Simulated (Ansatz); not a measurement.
Ge2Sb2Te5 (model structure, started from the Ge2Sb2Te5-Kooi type, P-3m1, No. 164, 9 atoms in the cell): volume per atom by level of theory

No measured value is used here.

```csv
level (code),value (Å³/atom)
PBE (Ansatz),31.15
PBEsol (Ansatz),28.91
PBE-D3(BJ) (Ansatz),29.02
```

PBE-D3(BJ): a distance lies near a switch of the dispersion term, which can move the cell. Ansatz's density-functional and Hartree–Fock values are scalar-relativistic unless marked +SOC, with PAW data made under PBE.

A model structure was made by putting elements into a prototype or built by hand; it is no filed structure, need not be a known phase, and can be a saddle point held by its symmetry.

Ansatz is an electronic-structure program.
